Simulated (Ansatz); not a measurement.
SiO₂ (P4₃2₁2, No. 96, 36 atoms in the cell; start mp-559872) was calculated with r²SCAN+rVV10 (Ansatz, a first-principles code, PAW).

Run with plane-wave cutoff 560 eV, 4×4×4 k mesh, Fermi–Dirac smearing 0.01 eV, scalar-relativistic PAW data made under PBE.

Cell (relaxed at this level):

```
CELL_PARAMETERS angstrom
      7.51693     0.00000     0.00000
      0.00000     7.51693     0.00000
      0.00000     0.00000     8.33094
ATOMIC_POSITIONS crystal
  Si 0.90949 0.09051 0.25000
  Si 0.40949 0.40949 0.00000
  Si 0.09051 0.90949 0.75000
  Si 0.59051 0.59051 0.50000
  Si 0.38423 0.81921 0.01421
  Si 0.68079 0.88423 0.76421
  Si 0.61577 0.18079 0.51421
  Si 0.31921 0.11577 0.26421
  Si 0.88423 0.68079 0.23579
  Si 0.18079 0.61577 0.48579
  Si 0.11577 0.31921 0.73579
  Si 0.81921 0.38423 0.98579
  O  0.36974 0.93063 0.17814
  O  0.56937 0.86974 0.92814
  O  0.63026 0.06937 0.67814
  O  0.43063 0.13026 0.42814
  O  0.86974 0.56937 0.07186
  O  0.06937 0.63026 0.32186
  O  0.13026 0.43063 0.57186
  O  0.93063 0.36974 0.82186
  O  0.38868 0.61941 0.44202
  O  0.88059 0.88868 0.19202
  O  0.61132 0.38059 0.94202
  O  0.11941 0.11132 0.69202
  O  0.88868 0.88059 0.80798
  O  0.38059 0.61132 0.05798
  O  0.11132 0.11941 0.30798
  O  0.61941 0.38868 0.55798
  O  0.78161 0.13362 0.39950
  O  0.36638 0.28161 0.14950
  O  0.21839 0.86638 0.89950
  O  0.63362 0.71839 0.64950
  O  0.28161 0.36638 0.85050
  O  0.86638 0.21839 0.10050
  O  0.71839 0.63362 0.35050
  O  0.13362 0.78161 0.60050
```

**Question.** Give the computed band gap and smallest direct gap on the k points sampled.

**Answer.** 
* **band gap**: 6.27 eV (indirect)
* **smallest direct gap on the k points sampled**: 6.32 eV

A start named mp-… is a Materials Project structure, which need not be a measured phase.
